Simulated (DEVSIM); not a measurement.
Structure: Si p-i-n diode, at 450 K.

| layer (left to right) | material | thickness (μm) | Nd (cm⁻³) | Na (cm⁻³) | τn (s) | τp (s) |
|---|---|---|---|---|---|---|
| 1 | Si | 0.280 | - | 2.4e17 | 4.3e-7 | 4.3e-7 |
| 2 | Si | 15.0 | 1.9e12 | - | 4.3e-7 | 4.3e-7 |
| 3 | Si | 0.470 | 7.1e17 | - | 4.3e-7 | 4.3e-7 |

Left contact: ohmic. Right contact: ohmic. Voltage is applied to the left contact. Recombination: SRH at mid-gap. Mobility is μmin + (μ − μmin)/(1 + (N/Nref)^α).

This is a model device: material constants are rounded textbook-type values typed into the input, and sizes, dopings and lifetimes were drawn at random. Values at 300 K; Nc and Nv go as T^1.5, mobilities as T to minus their exponent, the gap by Varshni's rule with the affinity fixed.

```
parameter               Si
----------------  --------
gap (eV)             1.124
affinity (eV)         4.05
permittivity          11.7
Nc (cm⁻³)          2.86e19
Nv (cm⁻³)           3.1e19
μn (cm²/Vs)           1417
μp (cm²/Vs)            470
μn,min                  52
μp,min                  45
Nref,n              9.7e16
Nref,p              2.2e17
αn                    0.68
αp                    0.72
T exponent of μn       2.3
T exponent of μp       2.2
Varshni α (eV/K)  0.000473
Varshni β (K)          636
```

DEVSIM, 1D drift-diffusion, Boltzmann statistics, complete ionisation; no tunnelling, impact ionisation, image-force lowering or self-heating.

Tabulate band edges, carrier densities and field at zero bias.

Energies count from the Fermi level of the right contact; mesh points crowd at the junctions.

```csv
x (μm),Ec (eV),Ev (eV),n (cm⁻³),p (cm⁻³),field (V/cm)
0.000,0.869,-0.212,9.7e9,2.4e17,≈ 0
0.03204,0.869,-0.212,9.7e9,2.4e17,≈ 0
0.1036,0.869,-0.212,9.7e9,2.4e17,≈ 0
0.2036,0.869,-0.212,9.7e9,2.4e17,-26
0.2707,0.852,-0.229,1.5e10,1.5e17,-16000
0.2985,0.786,-0.296,8.3e10,2.8e16,-18000
0.3601,0.716,-0.365,5.0e11,4.7e15,-7400
0.6090,0.624,-0.457,5.4e12,4.3e14,-2000
1.120,0.567,-0.514,2.3e13,1.0e14,-580
2.459,0.540,-0.541,4.7e13,5.0e13,-41
5.650,0.538,-0.543,4.9e13,4.7e13,≈ 0
12.10,0.538,-0.543,5.0e13,4.7e13,≈ 0
14.05,0.525,-0.556,6.9e13,3.3e13,-260
14.79,0.478,-0.603,2.3e14,1.0e13,-1300
15.15,0.385,-0.696,2.6e15,9.1e11,-5400
15.24,0.307,-0.774,1.9e16,1.2e11,-15000
15.28,0.206,-0.875,2.6e17,9.0e9,-56000
15.31,0.167,-0.914,7.1e17,3.3e9,-420
15.43,0.167,-0.914,7.1e17,3.3e9,≈ 0
15.60,0.167,-0.914,7.1e17,3.3e9,≈ 0
15.70,0.167,-0.914,7.1e17,3.3e9,≈ 0
15.75,0.167,-0.914,7.1e17,3.3e9,≈ 0
```
